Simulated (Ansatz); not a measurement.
Reference: SrTiO₃ (Pm-3m), PBEsol, rigid bands (plane waves, PAW, scalar-relativistic; Ansatz, a first-principles code); axes and stresses refer to this cell.

```yaml
crystal:
  lattice:
    - [3.89113, 0.00000, 0.00000]
    - [0.00000, 3.89113, 0.00000]
    - [0.00000, 0.00000, 3.89113]
  atoms:
    - { symbol: Sr, position: [0.00000, 0.00000, 0.00000] }
    - { symbol: Ti, position: [0.50000, 0.50000, 0.50000] }
    - { symbol: O, position: [0.50000, 0.00000, 0.50000] }
    - { symbol: O, position: [0.00000, 0.50000, 0.50000] }
    - { symbol: O, position: [0.50000, 0.50000, 0.00000] }
```

The hole conductivity mass is 1.81 mₑ. The Seebeck coefficient, p-type 1e19 cm⁻³ is 513 μV/K and the electron conductivity mass comes out as 0.62 mₑ.

Question: Change: hydrostatic pressure -2 GPa. What happens to hole conductivity mass, Seebeck coefficient, p-type 1e19 cm⁻³, electron conductivity mass?

Answer: hole conductivity mass moves little, to 1.85 mₑ; Seebeck coefficient, p-type 1e19 cm⁻³ moves little, to 516 μV/K; electron conductivity mass moves little, to 0.63 mₑ.

Question: Change: hydrostatic pressure 15 GPa. What happens to hole conductivity mass, Seebeck coefficient, p-type 1e19 cm⁻³, electron conductivity mass?

Answer: hole conductivity mass decreases to 1.73 mₑ; Seebeck coefficient, p-type 1e19 cm⁻³ moves little, to 506 μV/K; electron conductivity mass decreases to 0.58 mₑ.

Masses are for dilute carriers at 300 K, harmonic means over directions unless an axis is named. Seebeck coefficients are for the stated density at 300 K, with one relaxation time for all states and whether or not that doping can be reached. Spin-orbit coupling is left out unless a row names it. Stresses and pressures are the targets of the relaxation.  The structure type is held under load, also where the real crystal would transform.
